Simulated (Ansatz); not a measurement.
**What Mg on a Si site (antisite), symmetric start does to Mg2Si**

Consider a 24-atom supercell of Mg₂Si (space group Fm-3m, No. 225; a = 6.325 Å) at its relaxed geometry.

Perturbation: one Si atom is replaced by Mg, atoms relaxed at fixed cell.

Level of theory: PBEsol, PAW, 420 eV (Ansatz, an electronic-structure program; no SOC), earlier PAW set. k-mesh 5×5×5 (Γ-centred); smearing 0.01 eV (Fermi–Dirac).

The pressure goes from zero to 1.7 GPa and the gap of the supercell becomes zero (base: 0.12 eV). The total moment of the cell is 0.0 μB and the energy gained by relaxation is 0.15 eV. The largest displacement of a host atom from its site in the perfect cell amounts to 0.08 Å and the mean distance from the defect site to its nearest host atoms grows by 0.08 Å (2.74 Å → 2.82 Å).

Cost of the whole job for the changed cell (relaxation, final SCF and bands): very roughly 8 core-minutes.

The magnetic state is the one reached from the starting moments; the real material's order can differ, and small cells can't hold many antiferromagnetic ones. In so small a cell the defect repeats every few ångströms: this is an ordered compound, not a dilute defect. The defect started on the symmetric site and kept its symmetry, so it may sit on a saddle. Starting moments died away, wholly or in part, for Mg on a Si site (antisite); another magnetic solution may exist. The defect cell is spin-polarised and ends with 0.0 μB. A zero or small gap of Mg2Si can be the functional's error rather than a property of the material.
